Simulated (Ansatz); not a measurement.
## Hypothetical R-3m Rh2O3: uniaxial stress, 5 GPa compression along z

Base system: Rh$_{2}$O$_{3}$ in the Bi2Te3 type structure (space group R-3m, No. 166; a = 2.974 Å, c = 20.921 Å (hexagonal axes); a hypothetical phase, not in the database extracts checked; layered, stacked along the Cartesian z axis). Axes: x lies along a and z along c of the hexagonal cell.

The change: uniaxial stress, 5 GPa compression along z, with the cell and atoms free to relax against it.

All numbers come from DFT with r2SCAN+rVV10, PAW potentials and a 500 eV plane-wave cutoff in Ansatz (a quantum-chemistry and plane-wave program), scalar-relativistic without spin-orbit coupling. k-mesh 13×13×13 (Γ-centred); smearing 0.05 eV (Fermi–Dirac).

- Space group = R-3m (No. 166) (base R-3m (No. 166))
- Shortest interatomic distance = 1.979 Å (base 1.976 Å)
- Energy relative to the base (free energy F) = +9.0 meV/atom
- Band gap = 0.16 eV (base 0.26 eV)
- Gap character = indirect, Γ → L (base indirect, Γ → L)
- Smallest direct gap = 1.08 eV (base 0.91 eV)
- Width of the top valence band = 1.10 eV (base 0.93 eV)
- Hole mass = 0.97 mₑ along z, 0.63 mₑ across (at Γ) (base 0.93 mₑ along c, 0.73 mₑ across (at Γ))
- Valence-band top at Γ (three highest levels, from the VBM) = 0.00, -1.44, -2.21 eV (base 0.00, -1.25, -2.10 eV)
- Strain response (xx, yy, zz) = (+1.26, +1.26, −5.70) %

Cost of the whole job for the changed cell (relaxation, final SCF and bands): roughly 6 core-minutes.

Effective masses come from finite differences of ±0.01 Å⁻¹. Beyond what the load breaks, stability against distortions was not tested. The zero or small gap of Rh2O3 can change with the level of theory.
